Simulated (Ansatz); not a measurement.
Electronic density of states of amorphous Ta28B8N14, density 13.71 g/cm³, on a 2×2×2 Γ-centred mesh with a Gaussian width of 0.1 eV; energies count from the Fermi level. Cell and mesh are small, so fine structure isn't converged. Level of theory: PBE, scalar-relativistic without spin-orbit coupling (plane waves to 420 eV, PAW; Ansatz, a program for electronic structure). Sampling: a 2×2×2 Γ-centred mesh; Fermi-Dirac width 0.1 eV; no spin polarisation. The usual formal charges leave 122 electrons over, so the level spacing at the Fermi energy parts defect or band states and needn't be the band gap.

The cell was made by melting and quenching with the CHGNet potential and then relaxed with DFT. N atoms were pushed apart under 1.9 Å during the dynamics, to hinder bonds among them. The hot cell started wider than the set density and was brought back towards it in steps. It is the lowest in DFT energy of 2 quenches. It is a model cell: composition and starting density were chosen by hand, and all elements were melted together. No dispersion term was used. Its density started from a set value of 14.60 and ended at 13.71 g/cm³. The quench (nominally 450 K/ps over its main leg) was far faster than any real one, so the model tends to hold more defects than a real film. Values belong to this one cell and scatter from quench to quench. The volume was free in the relaxation, at fixed shape. Stress components on the final sampling reach 4.9 GPa. On a 2×2×2 Γ-centred mesh force components of up to 0.37 eV/Å stay, since the relaxation ran on one k-point at (1/4, 1/4, 1/4).

(E - EF (eV), states/(eV atom)): (-12.00, 0.00); (-11.90, 0.00); (-11.80, 0.00); (-11.70, 0.00); (-11.60, 0.00); (-11.50, 0.00); (-11.40, 0.00); (-11.30, 0.00); (-11.20, 0.00); (-11.10, 0.00); (-11.00, 0.00); (-10.90, 0.00); (-10.80, 0.00); (-10.70, 0.00); (-10.60, 0.00); (-10.50, 0.02); (-10.40, 0.14); (-10.30, 0.18); (-10.20, 0.05); (-10.10, 0.00); (-10.00, 0.03); (-9.90, 0.14); (-9.80, 0.18); (-9.70, 0.17); (-9.60, 0.19); (-9.50, 0.08); (-9.40, 0.01); (-9.30, 0.00); (-9.20, 0.00); (-9.10, 0.00); (-9.00, 0.00); (-8.90, 0.00); (-8.80, 0.00); (-8.70, 0.02); (-8.60, 0.09); (-8.50, 0.16); (-8.40, 0.11); (-8.30, 0.02); (-8.20, 0.00); (-8.10, 0.03); (-8.00, 0.13); (-7.90, 0.20); (-7.80, 0.24); (-7.70, 0.29); (-7.60, 0.34); (-7.50, 0.31); (-7.40, 0.32); (-7.30, 0.41); (-7.20, 0.40); (-7.10, 0.39); (-7.00, 0.43); (-6.90, 0.42); (-6.80, 0.49); (-6.70, 0.51); (-6.60, 0.53); (-6.50, 0.52); (-6.40, 0.54); (-6.30, 0.55); (-6.20, 0.53); (-6.10, 0.54); (-6.00, 0.63); (-5.90, 0.68); (-5.80, 0.66); (-5.70, 0.58); (-5.60, 0.54); (-5.50, 0.60); (-5.40, 0.59); (-5.30, 0.58); (-5.20, 0.58); (-5.10, 0.57); (-5.00, 0.54); (-4.90, 0.45); (-4.80, 0.50); (-4.70, 0.50); (-4.60, 0.48); (-4.50, 0.47); (-4.40, 0.42); (-4.30, 0.50); (-4.20, 0.50); (-4.10, 0.46); (-4.00, 0.44); (-3.90, 0.46); (-3.80, 0.46); (-3.70, 0.52); (-3.60, 0.55); (-3.50, 0.57); (-3.40, 0.48); (-3.30, 0.48); (-3.20, 0.47); (-3.10, 0.48); (-3.00, 0.48); (-2.90, 0.47); (-2.80, 0.44); (-2.70, 0.45); (-2.60, 0.54); (-2.50, 0.63); (-2.40, 0.62); (-2.30, 0.61); (-2.20, 0.58); (-2.10, 0.47); (-2.00, 0.51); (-1.90, 0.60); (-1.80, 0.64); (-1.70, 0.62); (-1.60, 0.60); (-1.50, 0.55); (-1.40, 0.56); (-1.30, 0.60); (-1.20, 0.56); (-1.10, 0.51); (-1.00, 0.53); (-0.90, 0.56); (-0.80, 0.50); (-0.70, 0.37); (-0.60, 0.39); (-0.50, 0.46); (-0.40, 0.45); (-0.30, 0.40); (-0.20, 0.41); (-0.10, 0.46); (0.00, 0.37); (0.10, 0.39); (0.20, 0.43); (0.30, 0.39); (0.40, 0.40); (0.50, 0.45); (0.60, 0.50); (0.70, 0.48); (0.80, 0.43); (0.90, 0.50); (1.00, 0.49); (1.10, 0.46); (1.20, 0.47); (1.30, 0.54); (1.40, 0.57); (1.50, 0.54); (1.60, 0.52); (1.70, 0.51); (1.80, 0.48); (1.90, 0.52); (2.00, 0.63); (2.10, 0.66); (2.20, 0.60); (2.30, 0.63); (2.40, 0.59); (2.50, 0.66); (2.60, 0.73)
